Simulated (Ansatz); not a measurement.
# Effect of uniaxial strain ε_zz = −0.95 % on Cu

Consider Cu in the fcc (Cu type) structure (space group Fm-3m, No. 225; a = 3.577 Å; relaxed with 0.1 eV smearing). Axes: x, y, z lie along the cube axes.

Perturbation: the cell is compressed by 0.95 % along z with no lateral relaxation, atoms relaxed at fixed cell.

Calculations: Ansatz (an electronic-structure program) r2SCAN, no SOC. Settings: 32×32×32 k-points, 0.1 eV Fermi–Dirac smearing.

* **Volume per atom**: 11.33 Å³ (base 11.44 Å³)
* **Space group**: I4/mmm (No. 139) (base Fm-3m (No. 225))
* **Shortest interatomic distance**: 2.517 Å (base 2.529 Å)
* **Energy relative to the base (free energy F)**: +0.7 meV/atom
* **Pressure (mean of the normal stresses, compression positive)**: 1.6 GPa (base 0.0 GPa)
* **Band gap**: zero (base zero)
* **Stress (xx, yy, zz, yz, xz, xy; compression positive)**: (1.4, 1.4, 2.0, 0.0, 0.0, 0.0) GPa

Final structure:

```xyz
1
Lattice="0.0000 1.7884 1.7714 1.7884 0.0000 1.7714 1.7884 1.7884 0.0000" Properties=species:S:1:pos:R:3 pbc="T T T"
Cu     0.0000     0.0000     0.0000
```

Whether these cells are dynamically stable was not tested. The final runs are not spin-polarised.
